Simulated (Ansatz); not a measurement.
# What isotropic strain +3.00 % does to TiC

Start from TiC in the rock salt structure (space group Fm-3m, No. 225; a = 4.261 Å; relaxed with 0.1 eV smearing).

Now apply this change: an isotropic linear strain of +3.00 %, atoms relaxed at fixed cell.

The values are results of plane-wave PAW DFT at the LDA level (Ansatz, a program for electronic structure, 420 eV), spin-orbit coupling left out, not measurements. Settings: 23×23×23 k-points, 0.1 eV Fermi–Dirac smearing.

* **Volume per atom**: 10.57 Å³ (base 9.67 Å³)
* **Space group**: Fm-3m (No. 225) (base Fm-3m (No. 225))
* **Shortest interatomic distance**: 2.194 Å (base 2.130 Å)
* **Energy relative to the base (free energy F)**: +63 meV/atom
* **Pressure**: -20.9 GPa (base 0.0 GPa)
* **Band gap**: zero (base zero)

Final structure:

```
TiC
1.0
    0.00000     2.19437     2.19437
    2.19437     0.00000     2.19437
    2.19437     2.19437     0.00000
Ti C
1 1
Cartesian
  0.00000   0.00000   0.00000
  2.19437   2.19437   2.19437
```

Cost of the whole job for the changed cell (relaxation, final SCF and bands): around 8 core-seconds (rough).

Whether these cells are dynamically stable was not tested. The final runs are not spin-polarised.
